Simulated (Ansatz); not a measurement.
## Amorphous Ti2Si24O52

The cell was made by melting and quenching with the CHGNet potential and then relaxed with DFT. O atoms were pushed apart under 1.9 Å during the dynamics, to hinder bonds among them. The hot cell started wider than the set density and was brought back towards it in steps. It is the lowest in DFT energy of 2 quenches. It is a model cell: composition and starting density were chosen by hand, and all elements were melted together. No dispersion term was used.

Methods: PBE, scalar-relativistic without spin-orbit coupling (Ansatz, a first-principles code); r2SCAN, scalar-relativistic without spin-orbit coupling (Ansatz); HSE06, scalar-relativistic without spin-orbit coupling (Ansatz). Geometry, pressure, stress and energy are those of the PBE run. Its sampling: a 2×2×2 Γ-centred mesh; Fermi-Dirac width 0.02 eV; no spin polarisation. Other functionals are single points at the zone centre (r2SCAN at 500 eV; exact exchange cut at the cell's faces), free to take moments where seeds were set. At PBE the levels at both edges of the gap are localised (band-tail or defect states), and the nearest spread-out levels lie 5.3 eV apart at the zone centre.

The number of atoms in the cell is 78 and the density (volume relaxed, without dispersion) is 2.37 g/cm³. The volume per atom comes out as 14.38 Å³ and the pressure on a 2×2×2 Γ-centred mesh is 0.02 GPa. The largest force and stress component on that mesh (the relaxation ran on the zone centre alone) is 0.03 eV/Å and 0.8 GPa. The energy relative to alpha cristobalite + anatase TiO2 (lowest mix at this level among the phases computed, not always the ambient ones) is 0.107 eV/atom, the gap between localised states on a 2×2×2 Γ-centred mesh (PBE) comes out as 2.41 eV and the gap between localised states at the zone centre (PBE) is 2.41 eV. The gap between localised states at the zone centre (r2SCAN) is 2.75 eV and the gap between localised states at the zone centre (HSE06) is 4.15 eV.

Neighbours within Ti-Ti 3.12 Å, Ti-Si 2.78 Å, Ti-O 2.49 Å, Si-Si 2.60 Å, Si-O 1.96 Å, O-O 1.58 Å count as bonded. Two cations that share two anions don't count as bonded, nor two that share one unless they lie closer than Ti-Ti 3.04 Å, Ti-Si 2.71 Å, Si-Si 2.38 Å.

```yaml
Mean coordination of Ti by anions: 5.00 (2 with 5)
Mean coordination of Si by anions: 4.04 (23 with 4, 1 with 5)
Mean coordination of O: 2.06 (49 with 2, 3 with 3)
Mean Si-O bond: 1.642 Å (spread 0.034 Å, 97 counted)
Mean Ti-O bond: 1.961 Å (spread 0.224 Å, 10 counted)
```

Its density started from a set value of 2.38 g/cm³. The simulated quench (nominally 340 K/ps over its main leg) is rapid and tends to freeze in more defects than a deposited or slowly cooled glass has. A cell of this size samples the disorder only roughly. The volume was free in the relaxation, at fixed shape. Stress components on the final sampling reach 0.8 GPa.
